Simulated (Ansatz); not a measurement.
Base system: Rh in the fcc (Cu type) structure (space group Fm-3m, No. 225; a = 3.832 Å; relaxed with 0.1 eV smearing).

All numbers come from Ansatz (an electronic-structure program) PBE, no spin-orbit coupling.

For the base:

| Item | Value |
|---|---|
| Pressure | 0.0 GPa |

It is then changed as follows: every lattice vector is stretched by 4.03 %; the atoms relax in the strained cell.

**Question.** What happens to the pressure?

**Answer.** The pressure goes from zero to -22.1 GPa.

**Question.** What does the calculation give for the energy relative to the base after the change?

**Answer.** The energy grows by 138 meV/atom.

Whether these cells are dynamically stable was not tested. All final runs are without spin polarisation. Rh lies near a magnetic instability that expansion can trigger; it was not tested.
